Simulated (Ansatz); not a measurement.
Take Ti in the hcp (Mg type) structure (space group P6_3/mmc, No. 194; a = 2.9009 Å, c = 4.5906 Å) as the base.

Perturbation: a negative pressure, −1 GPa.

Levels (all Ansatz, a first-principles code, PAW): PBEsol (420 eV, no spin-orbit coupling); r2SCAN (500 eV, no spin-orbit coupling).

The geometry is relaxed with PBEsol.

| Item | Value |
|---|---|
| PBEsol pressure | -1.0 GPa |

**Question.** How does going to r2SCAN change the pressure?

**Answer.** The pressure rises by 4.1 GPa to 3.1 GPa.

Single points use the geometry relaxed with PBEsol. Their cutoffs differ, which shifts pressures a little. Load acts through the strain it causes; cell and atoms are relaxed under it. Whether these cells are dynamically stable was not tested. All final runs are without spin polarisation.
